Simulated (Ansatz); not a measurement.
Total g(r) from a molecular-dynamics run [in the run: under uneven stress (diagonal components 1.3 GPa apart); 2×2×2 k-points, which a denser mesh shifts by 0.1 GPa in pressure and 0.03 eV/Å in forces]. Method: PBE (plane waves, PAW; Ansatz, a first-principles code).

(r (Å), g(r)): (1.02, 0.00); (1.14, 0.00); (1.26, 0.00); (1.38, 0.00); (1.50, 0.00); (1.62, 0.00); (1.74, 0.00); (1.86, 0.00); (1.98, 0.00); (2.10, 0.00); (2.22, 0.04); (2.34, 0.54); (2.46, 2.16); (2.58, 3.65); (2.70, 3.44); (2.82, 2.23); (2.94, 1.13); (3.06, 0.77); (3.18, 0.93); (3.30, 0.88); (3.42, 0.62); (3.54, 0.32); (3.66, 0.13); (3.78, 0.12); (3.90, 0.29)

Q: Which system gave this curve?
A. TiO2 (rutile type), crystal, 1035 K
B. MoSi2 (C11b type), crystal, 1747 K
C. GaN (wurtzite), crystal, 973 K
D. AlN (zinc blende; a metastable form), crystal, 313 K, 3.9 GPa

A: B, MoSi2 (C11b type), crystal, 1747 K
